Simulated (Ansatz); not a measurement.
Start from TiO2 in the anatase structure (space group I4_1/amd, No. 141; a = 3.739 Å, c = 9.455 Å). Axes: x, y, z lie along a, b, c of the conventional cell.

All numbers come from LDA (Ansatz, a program for electronic structure, PAW, scalar-relativistic without spin-orbit coupling).

Perturbation: uniaxial strain ε_zz = +0.60 %, all other strain components held at zero; the atoms relax in the strained cell.

Q: Predict the stress tensor and what it implies for the stiffness.

A: Stress of the strained cell less that of the base (GPa, compression positive):
```
  -0.95    0.00    0.00
   0.00   -0.95    0.00
   0.00    0.00   -1.20
```

Then −Δσ_ii/ε with ε = 0.0060 gives relaxed-ion elastic constants: C33 ≈ 200 GPa, C13 ≈ 159 GPa and C23 ≈ 159 GPa.

No phonon test of stability was made. The final runs are not spin-polarised.
